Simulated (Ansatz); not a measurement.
The starting structures come from a database of crystals and need not be the phases stable at ambient conditions.

Inside the gap of an insulator the Bloch states are evanescent, with a wavenumber k + iκ along the transport direction.

Data:

```xyz
20
Lattice="5.7952 0.0000 0.0000 0.0000 8.2146 0.0000 0.0000 0.0000 5.8443" Properties=species:S:1:pos:R:3 pbc="T T T"
Sr     5.7550     2.0536     3.1055
Sr     0.0403     6.1609     2.7388
Sr     2.8573     6.1609     5.6609
Sr     2.9379     2.0536     0.1834
Zr     0.0000     0.0000     0.0000
Zr     2.8976     0.0000     2.9221
Zr     2.8976     4.1073     2.9221
Zr     0.0000     4.1073     0.0000
O      4.5530     3.7855     1.6683
O      1.2422     4.4290     4.1760
O      1.6554     4.4290     1.2539
O      4.1398     3.7855     4.5904
O      4.1398     0.3218     4.5904
O      1.6554     7.8928     1.2539
O      1.2422     7.8928     4.1760
O      4.5530     0.3218     1.6683
O      0.4299     2.0536     5.7354
O      5.3653     6.1609     0.1089
O      3.3276     6.1609     3.0310
O      2.4677     2.0536     2.8133
```

Space group of this cell: Pnma. The cell is taken as given; by PBEsol its mean pressure is -2.7 GPa.

Transport runs along the normal of the first two printed cell vectors.

No gap correction and no spin-orbit coupling; mid-gap values are interpolated between computed energies.

Task: Compute, with PBEsol run with Ansatz (a first-principles code), the band gap and the smallest decay constant κ at mid-gap.

Result: Gap 3.70 eV on a 6×4×6 mesh; κ = 0.303 1/Å, at the zone centre.
